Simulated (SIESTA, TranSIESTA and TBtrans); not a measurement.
Run with TranSIESTA and TBtrans (open boundaries, self-consistent; PseudoDojo norm-conserving potentials, scalar-relativistic): Spin polarized, PAO.BasisSize DZP, PAO.EnergyShift 0.15 eV, XC.Authors PBE, Mesh.Cutoff 200 Ry, ElectronicTemperature 300 K, TS.Voltage 0.0 eV, TBT.Elecs.Eta 0.001 eV.

Device: Ru chain with a F atom beside one bond. Leads: straight Ru chain, spacing 2.25 Å. Geometry: as built, not relaxed. Transport runs along z; the first 6 and the last 6 of the 23 atoms are the lead cells, repeated to infinity.

```xyz
23
Lattice="9.000 0.000 0.000 0.000 9.000 0.000 0.000 0.000 49.500" Properties=species:S:1:pos:R:3 pbc="F F T"
Ru     4.500     4.500     0.000
Ru     4.500     4.500     2.250
Ru     4.500     4.500     4.500
Ru     4.500     4.500     6.750
Ru     4.500     4.500     9.000
Ru     4.500     4.500    11.250
Ru     4.500     4.500    13.500
Ru     4.500     4.500    15.750
Ru     4.500     4.500    18.000
Ru     4.500     4.500    20.250
Ru     4.500     4.500    22.500
Ru     4.500     4.500    24.750
Ru     4.500     4.500    27.000
Ru     4.500     4.500    29.250
Ru     4.500     4.500    31.500
Ru     4.500     4.500    33.750
F      6.200     4.500    23.625
Ru     4.500     4.500    36.000
Ru     4.500     4.500    38.250
Ru     4.500     4.500    40.500
Ru     4.500     4.500    42.750
Ru     4.500     4.500    45.000
Ru     4.500     4.500    47.250
```
Starting moments (μB): atom 7 +1.5, atom 8 +1.5, atom 9 +1.5, atom 10 +1.5, atom 11 +1.5, atom 12 +1.5, atom 13 +1.5, atom 14 +1.5, atom 15 +1.5, atom 16 +1.5; lead atoms +1.5 (left) and +1.5 (right).

Problem. Give the largest eigenchannel transmissions at the Fermi level (four at most) and the total.

Solution. Up: 1.00, 0.98, 0.92, 0.017 (total 2.92); down: 1.00, 1.00, 1.00, 0.96 (total 4.25). The magnetic order of the leads was set by the start, and no other order was tried; the separate lead runs end at 1.33 (left) and 1.33 (right) μB an atom. The straight chain is held at its spacing; free chains may zigzag or dimerise.
